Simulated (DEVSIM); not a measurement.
Device: Si p+/n-/n+ power diode, at 400 K.

Layer 1 from the left is Si, thickness (μm) 1.00, Na (cm⁻³) 1.9e18, τn (s) 5.6e-5, τp (s) 5.6e-5. Layer 2 from the left is Si, thickness (μm) 3.20, Nd (cm⁻³) 9.2e14, τn (s) 5.6e-5, τp (s) 5.6e-5. Layer 3 from the left is Si, thickness (μm) 1.40, Nd (cm⁻³) 2.7e18, τn (s) 5.6e-5, τp (s) 5.6e-5.

Left contact: ohmic. Right contact: ohmic. Voltage is applied to the left contact. Recombination: SRH at mid-gap, radiative. Mobility is μmin + (μ − μmin)/(1 + (N/Nref)^α).

Constants are typed, rounded textbook-type inputs, not results; the design itself was drawn at random and stands for no fabricated device. Values at 300 K; Nc and Nv go as T^1.5, mobilities as T to minus their exponent, the gap by Varshni's rule with the affinity fixed.

Si: gap (eV) 1.124, affinity (eV) 4.05, permittivity 11.7, Nc (cm⁻³) 2.86e19, Nv (cm⁻³) 3.1e19, μn (cm²/Vs) 1417, μp (cm²/Vs) 470, μn,min 52, μp,min 45, Nref,n 9.7e16, Nref,p 2.2e17, αn 0.68, αp 0.72, T exponent of μn 2.3, T exponent of μp 2.2, B (cm³/s) 4.7e-15, Varshni α (eV/K) 0.000473, Varshni β (K) 636.

Simulated with DEVSIM: 1D drift-diffusion, Boltzmann statistics, complete ionisation; no tunnelling, impact ionisation, image-force lowering or self-heating.

Q: What does the simulation give for the dark forward voltage at 1 A/cm², the dark forward voltage at 100 A/cm², the potential step across the device at zero bias?

A: dark forward voltage at 1 A/cm² 0.540 V; dark forward voltage at 100 A/cm² 0.700 V; potential step across the device at zero bias 0.889 V.
